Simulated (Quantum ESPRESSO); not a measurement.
A self-consistent single point of a (100) slab of HfN (cut from a parent of space group no. 225; 8 atoms in the cell) with Quantum ESPRESSO.

Level of theory: PBEsol, SSSP 1.1.2 precision (PBE) pseudopotentials (plane waves; Quantum ESPRESSO).

```
HfN
1.0
    3.18014     0.00000     0.00000
    0.00000     3.18014     0.00000
    0.00000     0.00000    20.74601
Hf N
4 4
Cartesian
  0.00000   0.00000   9.24872
 -1.59007   1.59007   6.99999
  0.00000   0.00000  13.74602
 -1.59007   1.59007  11.49742
  0.00000   0.00000   6.99999
 -1.59007   1.59007   9.24872
  0.00000   0.00000  11.49742
 -1.59007   1.59007  13.74602
```

Reference input (self-consistent single point, DFT, PBEsol, plane waves, SSSP 1.1.2 precision (PBE) pseudopotentials): ecutwfc = 75 Ry; occupations = smearing; smearing = fermi-dirac; degauss = 0.0073499 Ry; input_dft = pbesol; mixing_mode = local-TF; potentials = {Hf: Hf-sp.oncvpsp.upf, N: N.oncvpsp.upf}; K_POINTS = automatic 7 7 1 0 0 0; conv_thr = 1e-10 Ry; mixing_beta = 0.3. This run's input differs from it in these lines:

```diff
@@ -13,3 +13,3 @@
     ntyp = 2
-    ecutwfc = 75
+    ecutwfc = 52
     occupations = 'smearing'
```

The program printed (abridged):

```
     Self-consistent Calculation

     iteration #  1     ecut=    52.00 Ry     beta= 0.30

     total energy              =    -534.04700514 Ry
     estimated scf accuracy    <       3.03739553 Ry

     iteration #  2     ecut=    52.00 Ry     beta= 0.30

     total energy              =    -533.62635216 Ry
     estimated scf accuracy    <       1.57454297 Ry

     iteration #  3     ecut=    52.00 Ry     beta= 0.30

     total energy              =    -533.85666317 Ry
     estimated scf accuracy    <       0.33315942 Ry

   [... 31 blocks of this kind left out ...]

     iteration # 35     ecut=    52.00 Ry     beta= 0.30

     total energy              =    -533.85972172 Ry
     estimated scf accuracy    <          2.9E-10 Ry

     iteration # 36     ecut=    52.00 Ry     beta= 0.30
     End of self-consistent calculation

     the Fermi energy is     6.6241 ev

!    total energy              =    -533.85972174 Ry
     estimated scf accuracy    <          6.7E-11 Ry
     smearing contrib. (-TS)   =      -0.00791985 Ry
     internal energy E=F+TS    =    -533.85180189 Ry

     convergence has been achieved in  36 iterations

     Forces acting on atoms (cartesian axes, Ry/au):

     atom    1 type  1   force =     0.00000000    0.00000000    0.00064960
     atom    2 type  1   force =     0.00000000    0.00000000    0.05338690
     atom    3 type  1   force =     0.00000000    0.00000000   -0.05338690
     atom    4 type  1   force =     0.00000000    0.00000000   -0.00064960
     atom    5 type  2   force =     0.00000000    0.00000000   -0.03327922
   [... lines left out ...]

     Total force =     0.101236     Total SCF correction =     0.000032

          total   stress  (Ry/bohr**3)                   (kbar)     P=      -72.89
  -0.00056934   0.00000000   0.00000000          -83.75        0.00        0.00
   0.00000000  -0.00056934   0.00000000            0.00      -83.75        0.00
   0.00000000   0.00000000  -0.00034785            0.00        0.00      -51.17

   JOB DONE.
```

The run converged in 36 iterations. Against the reference run the free energy goes up by 119 meV/atom and the largest force hardly changes (1.378 to 1.373 eV/Å).

The starting cell has typed, rounded lattice constants, without a prior relaxation at this level. The slab is cut from that crystal, and its faces are unrelaxed. Its lattice was rescaled by up to half a per cent. Spin polarisation is off, though cut faces can carry moments; the slab shows no gap. Forces in this geometry exceed 1 eV/Å.

Cost on one core of a shared machine: roughly 3 min.
